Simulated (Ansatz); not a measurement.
Levels about the gap of amorphous In9Ga9Zn9O38Zr (66 atoms in a cell of 834 Å³, 5.87 g/cm³; zone centre alone, so wide bands show as single levels with stretches between that a denser mesh fills), at the geometry that PBE relaxed, where it gives 1.5 GPa on a denser mesh. The participation number counts the atoms over which a state spreads; weights are charges in smoothed Voronoi cells. The levels come from a single point, so bond lengths are those of that geometry. Method of the levels: PBE, scalar-relativistic without spin-orbit coupling (Ansatz, a program for electronic structure). Sampling: the zone centre alone; Fermi-Dirac width 0.02 eV; no spin polarisation. At PBE the levels at the filled edge of the gap are localised (band-tail or defect states).

Preparation: random packing, a CHGNet melt and quench, and a DFT relaxation. O atoms were pushed apart under 1.9 Å during the dynamics, to hinder bonds among them. The hot cell started wider than the set density and was brought back towards it in steps. It is the lowest in DFT energy of 2 quenches. It is a model cell: composition and starting density were chosen by hand, and all elements were melted together. No dispersion term was used. Its density started from a set value of 5.87 and ended at 5.87 g/cm³. The quench (nominally 210 K/ps over its main leg) was far faster than any real one, so the model tends to hold more defects than a real film. A cell of this size samples the disorder only roughly. The volume was held where the preparation left it and the shape relaxed, at a PBE pressure of 1.5 GPa. Stress components on the final sampling reach 1.5 GPa.

| E - E(highest filled), eV | filling | participation number | largest on | weight O | weight In | weight Zn | weight Ga |
|---|---|---|---|---|---|---|---|
| -0.53 | filled | 20.8 | O, 5 neighbours | 0.82 | 0.02 | 0.14 | 0.02 |
| -0.46 | filled | 16.9 | O, 3 neighbours | 0.87 | 0.02 | 0.09 | 0.02 |
| -0.44 | filled | 19.8 | O, 4 neighbours | 0.82 | 0.02 | 0.15 | 0.02 |
| -0.37 | filled | 16.0 | O, 3 neighbours | 0.88 | 0.01 | 0.09 | 0.02 |
| -0.28 | filled | 20.3 | O, 3 neighbours | 0.81 | 0.01 | 0.16 | 0.02 |
| -0.17 | filled | 15.4 | O, 3 neighbours | 0.77 | 0.01 | 0.20 | 0.01 |
| 0.00 | filled | 3.1 | O, 3 neighbours | 0.90 | 0.01 | 0.08 | 0.01 |
| 0.80 | empty | 61.2 | In, 5 neighbours | 0.51 | 0.21 | 0.15 | 0.13 |
| 3.49 | empty | 28.6 | In, 5 neighbours | 0.58 | 0.24 | 0.07 | 0.09 |
| 3.56 | empty | 26.9 | In, 5 neighbours | 0.57 | 0.28 | 0.07 | 0.06 |
| 3.59 | empty | 35.8 | In, 5 neighbours | 0.58 | 0.27 | 0.07 | 0.08 |
| 3.75 | empty | 35.8 | In, 7 neighbours | 0.56 | 0.19 | 0.11 | 0.12 |
| 3.93 | empty | 40.3 | In, 6 neighbours | 0.58 | 0.18 | 0.10 | 0.13 |
| 4.04 | empty | 42.5 | In, 5 neighbours | 0.57 | 0.18 | 0.10 | 0.15 |

Most localised among these is the filled level at +0.00 eV, on a O atom, which has 3 neighbours (Zn 1.90 Å, Zn 1.91 Å, In 2.07 Å).
